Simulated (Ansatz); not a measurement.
Take Ba in the bcc (W type) structure (space group Im-3m, No. 229; relaxed with 0.1 eV smearing) as the base.

```yaml
crystal:
  lattice:
    - [-2.44095, 2.44095, 2.44095]
    - [2.44095, -2.44095, 2.44095]
    - [2.44095, 2.44095, -2.44095]
  atoms:
    - { symbol: Ba, position: [0.00000, 0.00000, 0.00000] }
```

Cartesian axes are those of the cell as printed.

All numbers come from PBEsol (Ansatz, a quantum-chemistry and plane-wave program; PAW; 420 eV plane waves; without spin-orbit coupling).

Base values:

```
Item      Value
--------  -----
Band gap   zero
```

Now apply this change: compressive biaxial strain of 2.50 % in the plane normal to [001], as in epitaxy on a mismatched substrate; the out-of-plane cell vector and the atoms relax.

Q: What does the calculation give for the in-plane stress, out-of-plane strain and band gap after the change?

A: The mean in-plane stress (compression positive) is +0.3 GPa; the out-of-plane strain comes out as +3.48 %; the band gap remains zero.

No phonon test of stability was made.
